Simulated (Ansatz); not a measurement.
Cubic perovskite BaHfO₃, relaxed in Ansatz (plane waves) with several semilocal functionals. Each gives its own volume and its own elastic constant C11:

```tsv
level	V0 (Å³/atom)	elastic constant C11 (GPa)	ln V0	ln C11
LDA	14.003	372.5	2.6393	5.9202
PBEsol	14.374	343.0	2.6654	5.8377
PBE	14.884	308.5	2.7003	5.7317
```

Q: Fit a straight line to ln C11 against ln V0. What does it predict for r²SCAN, whose volume is 14.577 Å³/atom?

A: With x = ln V0 and y = ln C11: means 2.66833 and 5.82987; Σ(Δx Δy) = -0.005784, Σ(Δx²) = 0.001873, so the slope is -3.09. At x = 2.6794 the line gives y = 5.82987 + (-3.09) × (2.6794 − 2.66833) = 5.7957, or 328.9 GPa. The run with r²SCAN gives 340.0 GPa, +3.4 % from the line. The rows used scatter about it by up to 0.1 %, while the largest value lies 21 % above the smallest.

Ansatz's density-functional and Hartree–Fock values are scalar-relativistic unless marked +SOC, with PAW data made under PBE.

Ansatz is a first-principles code.
